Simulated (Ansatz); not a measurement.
## CoSn (space group P6/mmm, No. 191; non-magnetic)

CoSn is taken in the hexagonal space group P6/mmm (No. 191), Pearson symbol hP6. Cell: a = b = 5.294 Å, c = 4.235 Å, α = β = 90.00°, γ = 120.00°. Co on 3f sees 6 Sn at 2.612–2.647 Å and 4 Co at 2.647 Å. Sn1 on 1a is coordinated by 6 Co at 2.647 Å. Sn2 on 2d is coordinated by 6 Co at 2.612 Å and 3 Sn at 3.056 Å. (Neighbours: up to the widest gap in distance over summed covalent radii, below 1.35, at either atom.)

Level of theory: PBE/PAW in Ansatz (a quantum-chemistry and plane-wave program), without spin-orbit coupling. Γ-centred 10×10×11 mesh, Fermi–Dirac width 0.05 eV.

| Property | Result |
|---|---|
| Volume per atom | 17.13 Å³ |
| Density | 8.61 g/cm³ |
| Band gap | zero |
| Total energy | -5575.268 eV/atom (σ→0; compares only within this code and set-up) |

No phonon test of stability was made. Seeded moments were not kept for the base. All final runs are without spin polarisation.
